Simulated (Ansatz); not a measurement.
Consider interstitial H in zinc-blende BN, charge state +1. Level of theory: PBE, PAW (plane waves to 420 eV; Ansatz, a program for electronic structure).

64-site cell at the relaxed PBE lattice, a 2×2×2 k-point mesh shifted by half a step, smearing 0.01 eV, spin-restricted, no finite-size correction. Static, classical nuclei. The charge state is imposed; whether it is stable for some Fermi level was not computed. Sites that were not tried may lie lower.

Barriers: single points on a 3×3×3 k-point mesh shifted by half a step at the bands' geometries.

The step: several atoms move together, H the farthest (a rearrangement that moves the defect's centre by under 1 Å). Atoms about the jump, Cartesian Å from the middle of the jump, before and after:

```csv
atom,x0,y0,z0,x1,y1,z1
H1,0.31,0.00,-0.31,-0.31,0.00,0.31
N2,-0.92,-0.03,0.92,-1.02,0.15,1.02
N3,1.02,0.15,-1.02,0.92,-0.03,-0.92
B4,-0.22,-1.18,0.22,0.22,-1.18,-0.22
B5,1.88,0.97,-0.01,1.83,0.90,0.01
B6,0.01,0.90,1.83,-0.01,0.97,1.88
B7,0.01,0.97,-1.88,-0.01,0.90,-1.83
B8,-1.83,0.90,-0.01,-1.88,0.97,0.01
N9,0.91,1.81,0.90,0.90,1.81,0.91
N10,-0.90,1.81,-0.91,-0.91,1.81,-0.90
B11,0.00,2.72,0.00,0.00,2.72,0.00
N12,0.89,-1.84,0.92,0.92,-1.84,0.89
N13,-0.92,-1.84,-0.89,-0.89,-1.84,-0.92
B14,1.81,-0.89,1.82,1.82,-0.89,1.81
B15,-1.82,-0.89,-1.81,-1.81,-0.89,-1.82
B16,1.83,-0.91,-1.83,1.85,-0.93,-1.85
B17,-1.85,-0.93,1.85,-1.83,-0.91,1.83
N18,2.71,0.01,0.90,2.72,0.00,0.91
N19,0.91,0.00,2.72,0.90,0.01,2.71
N20,-0.90,0.01,-2.72,-0.91,0.00,-2.72
N21,-2.72,0.00,-0.91,-2.72,0.01,-0.90
```

Task: Give the saddle-point geometry and the barrier.

Result: 
```
atom      x      y      z
----  -----  -----  -----
H1     0.01   0.30   0.00
N2    -0.89   0.03   0.89
N3     0.90   0.03  -0.90
B4     0.00  -1.07   0.00
B5     1.85   0.94   0.02
B6     0.02   0.94   1.85
B7    -0.01   0.94  -1.85
B8    -1.85   0.94  -0.02
N9     0.92   1.83   0.91
N10   -0.91   1.83  -0.92
B11    0.00   2.73   0.00
N12    0.92  -1.83   0.91
N13   -0.91  -1.83  -0.91
B14    1.82  -0.90   1.82
B15   -1.81  -0.90  -1.82
B16    1.83  -0.93  -1.83
B17   -1.82  -0.93   1.83
N18    2.72   0.01   0.91
N19    0.91   0.01   2.72
N20   -0.90   0.01  -2.72
N21   -2.72   0.01  -0.91
```
It lies 0.31 eV above the start and 0.31 eV above the end. The program found a first-order saddle point.
